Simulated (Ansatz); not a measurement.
## Effect of biaxial strain −1.62 %, plane normal [111], relaxed out of plane on Ce

Consider Ce in the fcc (Cu type) structure (space group Fm-3m, No. 225; a = 4.5822 Å). Axes: x, y, z lie along the cube axes.

It is then changed as follows: biaxial strain −1.62 %, plane normal [111], relaxed out of plane (Cartesian); in-plane vectors clamped, the third vector and the atoms free.

Computed with PBEsol (Ansatz, a program for electronic structure; PAW; 420 eV plane waves; spin-orbit coupling left out). k-mesh 17×17×17 (Γ-centred); smearing 0.05 eV (Fermi–Dirac).

Space group: R-3m (No. 166) (base Fm-3m (No. 225))
Shortest interatomic distance: 6.024 bohr (base 6.123 bohr)
Energy relative to the base (free energy F): +5.3 meV/atom
Pressure (mean of the normal stresses, compression positive): 1.5 GPa (base 0.0 GPa)
Band gap: zero (base zero)
Out-of-plane strain: +0.47 % (rough)
Mean in-plane stress (compression positive): +2.2 GPa (rough)

Open 4f shells without U are poorly described, and the f state was not checked. Without a gap, meshes like the base's 17×17×17 leave anisotropic stresses uncertain by several tenths of a GPa, and small strain energies with them. Stability against distortions was not tested. Seeded moments were not kept for the base. The final runs are not spin-polarised.
